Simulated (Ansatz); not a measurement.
Partial pair distribution functions of a relaxed model of amorphous Zr$_{20}$O$_{45}$Nb$_{2}$, broadened by 0.06 Å; density 5.23 g/cm³. Computed with PBE, scalar-relativistic without spin-orbit coupling (plane waves to 420 eV, PAW; Ansatz, an electronic-structure program).

The cell was made by melting and quenching with the CHGNet potential and then relaxed with DFT. O atoms were pushed apart under 1.9 Å during the dynamics, to hinder bonds among them. The hot cell started wider than the set density and was brought back towards it in steps. It is the lowest in DFT energy of 2 quenches. It is a model cell: composition and starting density were chosen by hand, and all elements were melted together. No dispersion term was used. Its density started from a set value of 5.23 and ended at 5.23 g/cm³. The simulated quench (nominally 300 K/ps over its main leg) is rapid and tends to freeze in more defects than a deposited or slowly cooled glass has. A cell of this size samples the disorder only roughly. The volume was held where the preparation left it and the shape relaxed, at a PBE pressure of -2.8 GPa (tension). Stress components on the final sampling reach 2.8 GPa.

| r (Å) | g Zr-O | g O-Nb | g Zr-Zr | g O-O |
|---|---|---|---|---|
| 1.70 | 0.00 | 0.01 | 0.00 | 0.00 |
| 1.80 | 0.02 | 0.62 | 0.00 | 0.00 |
| 1.90 | 0.67 | 5.16 | 0.00 | 0.00 |
| 2.00 | 3.38 | 7.07 | 0.00 | 0.00 |
| 2.10 | 6.92 | 5.93 | 0.00 | 0.00 |
| 2.20 | 5.79 | 3.81 | 0.00 | 0.00 |
| 2.30 | 2.55 | 1.09 | 0.00 | 0.05 |
| 2.40 | 0.98 | 0.05 | 0.00 | 0.48 |
| 2.50 | 0.35 | 0.00 | 0.00 | 1.51 |
| 2.60 | 0.27 | 0.00 | 0.00 | 2.08 |
| 2.70 | 0.27 | 0.00 | 0.00 | 2.25 |
| 2.80 | 0.24 | 0.00 | 0.00 | 2.36 |
| 2.90 | 0.17 | 0.00 | 0.00 | 2.15 |
| 3.00 | 0.27 | 0.00 | 0.10 | 2.25 |
| 3.10 | 0.29 | 0.11 | 0.43 | 1.85 |
| 3.20 | 0.21 | 0.50 | 0.98 | 1.15 |
| 3.30 | 0.25 | 0.14 | 2.21 | 0.53 |
| 3.40 | 0.38 | 0.11 | 3.44 | 0.57 |
| 3.50 | 0.57 | 0.51 | 3.57 | 0.79 |
| 3.60 | 0.51 | 0.55 | 2.53 | 0.85 |
| 3.70 | 0.54 | 0.61 | 2.04 | 0.78 |
| 3.80 | 0.73 | 1.05 | 1.77 | 0.81 |
| 3.90 | 0.84 | 1.25 | 1.93 | 0.97 |
| 4.00 | 1.23 | 1.18 | 1.56 | 1.00 |
| 4.10 | 1.36 | 1.77 | 1.08 | 1.00 |
| 4.20 | 1.38 | 1.78 | 0.92 | 0.92 |
| 4.30 | 1.33 | 1.31 | 0.80 | 0.86 |
| 4.40 | 1.47 | 2.21 | 0.40 | 0.61 |
| 4.50 | 1.63 | 1.96 | 0.23 | 0.55 |
| 4.60 | 1.50 | 1.60 | 0.41 | 0.70 |
| 4.70 | 1.40 | 1.42 | 0.44 | 0.63 |

Within 2.82 Å each Zr has 6.65 O neighbours on average.
